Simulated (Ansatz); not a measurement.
System: BiVO₄ (I4₁/a, No. 88, 12 atoms in the cell; start mp-23044; high-temperature phase). Method: PBEsol (PAW; Ansatz, a program for electronic structure).

Numerical settings: plane-wave cutoff 500 eV, 12×12×12 k mesh, gaussian smearing 0.02 eV, no spin polarisation, scalar-relativistic PAW data made under PBE.

Cell (relaxed at this level):

```yaml
crystal:
  lattice:
    - [-2.55396, 2.55396, 5.78667]
    - [2.55396, -2.55396, 5.78667]
    - [2.55396, 2.55396, -5.78667]
  atoms:
    - { symbol: V, position: [0.50000, 0.50000, 0.00000] }
    - { symbol: V, position: [0.25000, 0.75000, 0.50000] }
    - { symbol: Bi, position: [0.00000, 0.00000, 0.00000] }
    - { symbol: Bi, position: [0.75000, 0.25000, 0.50000] }
    - { symbol: O, position: [0.17137, 0.56062, 0.89036] }
    - { symbol: O, position: [0.31062, 0.92026, 0.88924] }
    - { symbol: O, position: [0.67026, 0.28102, 0.10964] }
    - { symbol: O, position: [0.03102, 0.42137, 0.11076] }
    - { symbol: O, position: [0.57863, 0.68938, 0.60964] }
    - { symbol: O, position: [0.43938, 0.32974, 0.61076] }
    - { symbol: O, position: [0.07974, 0.96898, 0.39036] }
    - { symbol: O, position: [0.71898, 0.82863, 0.38924] }
```

Question: Estimate the band gap that the calculation returns.

Answer: 
* **band gap**: 2.09 eV (on the SCF k mesh)

Note: the relaxation could not lower the start's symmetry, so the cell can be a saddle point above a distorted one.

Spin–orbit coupling is not included; with these elements it can move the gap by several tenths of an eV or more.

Static lattice: no zero-point or thermal effects.

Computing time: very roughly 28 core-minutes.

A start named mp-… is a Materials Project structure, which need not be a measured phase.
